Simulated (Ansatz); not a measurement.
System: AlP (model structure, started from the BeO type, P4₂/mnm, No. 136, 8 atoms in the cell). Method: LDA (PAW; Ansatz, a first-principles code).

Run with plane-wave cutoff 520 eV, 6×6×10 k mesh (along the axes of the cell as run), Fermi–Dirac smearing 0.01 eV, scalar-relativistic PAW data made under PBE.

Cell (relaxed at this level):

```cif
data_Al4P4
_chemical_formula_sum 'Al4 P4'
_space_group_name_H-M_alt 'P 1'
_space_group_IT_number 1
_cell_length_a 6.59156
_cell_length_b 6.59156
_cell_length_c 3.86690
_cell_angle_alpha 90.000
_cell_angle_beta 90.000
_cell_angle_gamma 90.000
loop_
_space_group_symop_operation_xyz
  'x, y, z'
loop_
_atom_site_label
_atom_site_type_symbol
_atom_site_fract_x
_atom_site_fract_y
_atom_site_fract_z
_atom_site_occupancy
Al1 Al 0.32753 0.67247 0.00000 1
Al2 Al 0.67247 0.32753 0.00000 1
Al3 Al 0.82753 0.82753 0.50000 1
Al4 Al 0.17247 0.17247 0.50000 1
P1 P 0.31315 0.31315 0.00000 1
P2 P 0.68685 0.68685 0.00000 1
P3 P 0.18685 0.81315 0.50000 1
P4 P 0.81315 0.18685 0.50000 1
```

Estimate the band gap and smallest direct gap on the k points sampled that the calculation returns.


- band gap = 1.65 eV (indirect)
- smallest direct gap on the k points sampled = 1.72 eV

Note: the relaxation could raise the start's symmetry but not lower it, so the cell can be a saddle point.

The computed numbers hold no vibrational or temperature effects.

It cost about 27 core-seconds (a rough figure) of CPU time.

A model structure was made by putting elements into a prototype or built by hand; it is no filed structure, need not be a known phase, and can be a saddle point held by its symmetry.
